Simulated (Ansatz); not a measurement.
Take CoSi₂ (space group Fm-3m, No. 225; non-magnetic) as the base.

```xyz
3
Lattice="0.0000 2.6574 2.6574 2.6574 0.0000 2.6574 2.6574 2.6574 0.0000" Properties=species:S:1:pos:R:3 pbc="T T T"
Co     0.0000     0.0000     0.0000
Si     1.3287     1.3287     1.3287
Si     3.9862     3.9862     3.9862
```

Level of theory: r2SCAN, PAW, 500 eV (Ansatz, a first-principles code; no spin-orbit coupling).

Base values:

The pressure is 0.0 GPa.

One thing is altered: an isotropic linear strain of −2.32 %; the atoms relax in the strained cell.

**Question.** Estimate the effect on the energy relative to the base and pressure.

**Answer.** The energy goes up by 40 meV/atom; the pressure goes from zero to 16.2 GPa.

Whether these cells are dynamically stable was not tested. Starting moments died away, wholly or in part, for the base; another magnetic solution may exist. All final runs are without spin polarisation. An odd electron count without spin: CoSi2.
